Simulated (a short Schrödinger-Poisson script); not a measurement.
Structure: MOS inversion layer, SiO2 on p-type Si(100), at 400 K.

From the gate side: 2.6 nm SiO2; 390 nm Si, acceptors 1.2e18 cm⁻³.

Constants are typed, rounded textbook-type inputs, not results; the design itself was drawn at random and stands for no fabricated device. SiO2: permittivity 3.9, conduction-band edge (eV) 3.15, gap (eV) 9, electron mass (mₑ) 0.5. Si: permittivity 11.7, conduction-band edge (eV) 0, gap (eV) 1.124, Nv at 300 K (cm⁻³) 3.1e19.

Channel valleys (confinement mass, in-plane density-of-states mass, number): Δ2 0.916, 0.19, 2; Δ4 0.19, 0.417, 4. At the gate the conduction-band edge of layer 1 lies 3.39 eV − eVg above the Fermi level of the channel; the field vanishes at the back. Gaps are held at their typed values at every temperature. Mesh 0.03 nm at interfaces.

From a short Schrödinger-Poisson script (our own, NumPy): 1D Poisson equation in equilibrium, electrons quantum, Hartree (BenDaniel-Duke, 12 states a valley, the channel's in-plane mass for all, wave functions free to enter the dielectric), parabolic valleys, classical holes, full ionisation, no traps, pinning or gate leakage.

```
Vg (V)  electrons (cm⁻²)  C (μF/cm²)  Δ2 E0 (meV from the Fermi level)  Δ4 E0 (meV from the Fermi level)
------  ----------------  ----------  --------------------------------  --------------------------------
0.5               3.60e9       0.288                             274.5                             334.7
0.6              2.92e10       0.341                             201.3                             263.4
0.7              1.71e11       0.567                             139.2                             203.2
0.8              5.30e11       0.813                              99.0                             164.9
0.9              1.04e12       0.945                              74.2                             142.1
1                1.63e12        1.01                              57.1                             127.0
1.1              2.26e12        1.05                              44.2                             116.0
1.2              2.92e12        1.08                              33.8                             107.4
1.3              3.59e12        1.10                              24.9                             100.4
1.4              4.27e12        1.12                              17.2                              94.5
1.5              4.97e12        1.13                              10.3                              89.3
1.6              5.67e12        1.14                               4.1                              84.7
1.7              6.38e12        1.14                              -1.7                              80.6
1.8              7.10e12        1.15                              -7.0                              76.8
1.9              7.81e12        1.16                             -12.1                              73.3
2                8.54e12        1.16                             -16.8                              70.1
2.1              9.26e12        1.17                             -21.3                              67.1
2.2              9.99e12        1.17                             -25.7                              64.2
```

Gate voltages with under 1e9 electrons/cm² are left out.

**Question.** At Vg = 2.2 V the lowest Δ2 subband lies at -25.7 meV from the Fermi level. How many electrons does it hold, and what share of all?

**Answer.** The two-dimensional density of states is g m/(πħ²) = 1.59e11 cm⁻² meV⁻¹ (both spins), kT = 34.5 meV, so n = D kT ln(1 + exp(−E/kT)) = 6.20e12 cm⁻², 0.62 of the 9.99e12 cm⁻² in all.

**Question.** Compare the slope of the sheet density between 2 and 2.2 V with the geometric capacitance of the layers between gate and channel.

**Answer.** q Δn/ΔV = 1.16 μF/cm²; ε0/Σ(t/ε) = 1.33 μF/cm². The ratio is 0.87: the channel acts as a further capacitance in series.
